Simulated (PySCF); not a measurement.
PySCF 2.14.0, HF/cc-pvdz, df: tetrakis(dimethylamino)diboron (CN(C)B(B(N(C)C)N(C)C)N(C)C), 38 atoms. The geometry is a generated start, not checked to be a minimum at this level.

```
Property                       Value
-------------------  ---------------
task                          energy
method                            hf
basis                        cc-pvdz
two-electron scheme  density fitting
mf.init_guess        minao (default)
mf.DIIS              CDIIS (default)
mf.diis_space            8 (default)
mf.conv_tol          1e-09 (default)
basis functions                  316
```

On 4 threads, 1 BLAS thread. Build: conda-forge: OpenMP (GNU), OpenBLAS with its own threads, libcint, Libxc. Single runs; times are not shown.

Values of mol.max_memory tried: 8000 MB, 4000 MB, 2000 MB, 1000 MB, 500 MB, 300 MB, 200 MB.

How low can the memory setting go, and what changes on the way?

It runs down to 200 MB, the lowest tried, with the same result. At 8000 MB: fitted integrals in memory. From 500 MB down: fitted integrals in a file.

| mol.max_memory | path | peak memory |
|---|---|---|
| 8000 MB | fitted integrals in memory | 1.3 GiB |
| 4000 MB | fitted integrals in memory | 1.3 GiB |
| 2000 MB | fitted integrals in memory | 1.1 GiB |
| 1000 MB | fitted integrals in memory | 0.80 GiB |
| 500 MB | fitted integrals in a file | 0.33 GiB |
| 300 MB | fitted integrals in a file | 0.24 GiB |
| 200 MB | fitted integrals in a file | 0.20 GiB |

Peak memory is the kernel's count for the largest process, libraries included and scratch files not. The peak passes the setting at 200 MB: it is no hard cap.
